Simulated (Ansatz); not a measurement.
Start from GaP in the zinc blende structure (space group F-43m, No. 216).

```yaml
crystal:
  lattice:
    - [0.00000, 2.72564, 2.72564]
    - [2.72564, 0.00000, 2.72564]
    - [2.72564, 2.72564, 0.00000]
  atoms:
    - { symbol: P, position: [0.75000, 0.75000, 0.75000] }
    - { symbol: Ga, position: [0.00000, 0.00000, 0.00000] }
```

Method: r2SCAN (Ansatz, an electronic-structure program; PAW; 500 eV plane waves; no spin-orbit coupling).

For the base:

* **Band gap**: 1.85 eV
* **Shortest interatomic distance**: 2.360 Å

It is then changed as follows: full substitution Ga → B; the structure is relaxed again.

Tabulated Pauling electronegativity and covalent radius: Ga 1.81, 1.22 Å; B 2.04, 0.84 Å.

How does this affect the band gap?

The band gap decreases by 0.44 eV, from 1.85 eV to 1.41 eV.

What happens to the shortest interatomic distance?

The shortest interatomic distance drops by 0.396 Å (2.360 Å → 1.964 Å).

Stability against distortions was not tested.
